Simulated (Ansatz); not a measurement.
Take CdS in the zinc blende structure (space group F-43m, No. 216) as the base.

CdS is taken in the cubic space group F-43m (No. 216), the zinc blende structure, Pearson symbol cF8. Lattice parameters: a = b = c = 5.878 Å, α = β = γ = 90.00°. Cd on 4a has 4 S at 2.545 Å (tetrahedral). S on 4d is surrounded by 4 Cd at 2.545 Å (tetrahedral). (Neighbours: up to the widest gap in distance over summed covalent radii, below 1.35, at either atom; cation-cation and far metal-metal contacts left out.)
(The calculation used a cell of 2 atoms; values per cell refer to that cell.)

Computed with r2SCAN in Ansatz (plane waves to 500 eV, PAW, without spin-orbit coupling).

For the base:

| Item | Value |
|---|---|
| Band gap | 1.54 eV |
| Shortest interatomic distance | 2.545 Å |
| Gap character | direct at Γ |
| Width of the top valence band | 2.16 eV |

Perturbation: hydrostatic tension (pressure −2 GPa).

### Question
What does the calculation give for the band gap after the change?

### Answer
The band gap decreases by 0.08 eV, from 1.54 eV to 1.46 eV.

### Question
How does this affect the shortest interatomic distance?

### Answer
The shortest interatomic distance rises by 0.030 Å (2.545 Å → 2.575 Å).

### Question
Predict the new gap character.

### Answer
The gap character stays direct at Γ.

### Question
How does this affect the width of the top valence band?

### Answer
The width of the top valence band drops by 0.12 eV, from 2.16 eV to 2.04 eV.

Load acts through the strain it causes; cell and atoms are relaxed under it. No phonon test of stability was made.

Ansatz is a first-principles code.
